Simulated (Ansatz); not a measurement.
Base system: Co2Si (space group Pnma, No. 62; a = 4.852 Å, b = 3.704 Å, c = 6.967 Å; ferromagnetic).

The values are results of r2SCAN, PAW, 500 eV (Ansatz, a program for electronic structure; no spin-orbit coupling), not measurements.

Before the change:

The volume per atom is 10.43 Å³ and the magnetic state is ferromagnetic.

It is then changed as follows: cell and atoms relaxed at a pressure of 0.9 GPa.

Task: Estimate the effect on the volume per atom and magnetic state.

Result: The volume per atom shrinks by 0.04 Å³ (10.43 Å³ → 10.39 Å³); the magnetic state remains ferromagnetic.

The magnetic state is the one reached from the starting moments; the real material's order can differ, and small cells can't hold many antiferromagnetic ones. Load acts through the strain it causes; cell and atoms are relaxed under it. Whether these cells are dynamically stable was not tested.
